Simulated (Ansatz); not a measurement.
**Pressure series in TaN**

The parent structure is TaN in the rock salt structure (space group Fm-3m, No. 225).

```
TaN
1.0
    0.00000     2.19795     2.19795
    2.19795     0.00000     2.19795
    2.19795     2.19795     0.00000
N Ta
1 1
Direct
  0.00000   0.00000   0.00000
  0.50000   0.50000   0.50000
```

Cell and atoms are relaxed at each pressure.

Computed with r2SCAN, PAW, 500 eV (Ansatz, an electronic-structure program; no SOC), earlier PAW set.

Notes on the quantities. enthalpy: H = E + PV relative to the base's energy.

| variant | lattice parameter a | enthalpy |
|---|---|---|
| base | 439.6 pm | – |
| pressure −2 GPa | ? | -0.13 eV/atom |
| pressure −1 GPa | 440.0 pm | -0.07 eV/atom |
| pressure 1.8 GPa | 438.9 pm | +0.12 eV/atom |
| pressure 4.2 GPa | 437.9 pm | +0.28 eV/atom |
| pressure 9 GPa | 436.1 pm | +0.59 eV/atom |
| pressure 18 GPa | 432.9 pm | +1.16 eV/atom |
| pressure 30 GPa | 429.1 pm | +1.91 eV/atom |
| pressure 45 GPa | 424.9 pm | +2.82 eV/atom |
| pressure 60 GPa | 421.1 pm | +3.71 eV/atom |

Q: Fill in the withheld entries from the trend.

A: 
- pressure −2 GPa, lattice parameter a: 440.4 pm

Load acts through the strain it causes; cell and atoms are relaxed under it. No phonon test of stability was made. No other phases were tried under pressure. The final runs are not spin-polarised. This is not the structure that TaN has at room temperature and ambient pressure.
